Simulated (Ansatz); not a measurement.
**Effect of isotropic strain +0.18 % on Mo**

Consider Mo in the bcc (W type) structure (space group Im-3m, No. 229; a = 3.151 Å).

One thing is altered: every lattice vector is stretched by 0.18 %, atoms relaxed at fixed cell.

Calculations: r2SCAN in Ansatz (plane waves to 500 eV, PAW, spin-orbit coupling left out). k-mesh 21×21×21 (Γ-centred); smearing 0.05 eV (Fermi–Dirac).

The volume per atom grows by 0.08 Å³ (15.64 Å³ → 15.72 Å³) and the space group stays Im-3m (No. 229). The shortest interatomic distance goes up by 0.005 Å (2.728 Å → 2.733 Å) and the energy increases by 0.4 meV/atom. The pressure goes from zero to -1.4 GPa and the band gap is still zero.

Final structure:

```
CELL_PARAMETERS angstrom
     -1.57813     1.57813     1.57813
      1.57813    -1.57813     1.57813
      1.57813     1.57813    -1.57813
ATOMIC_POSITIONS crystal
  Mo 0.00000 0.00000 0.00000
```

Cost of the whole job for the changed cell (relaxation, final SCF and bands): around 15 core-seconds (rough).

Whether these cells are dynamically stable was not tested. The final runs are not spin-polarised.

Ansatz is a first-principles code.
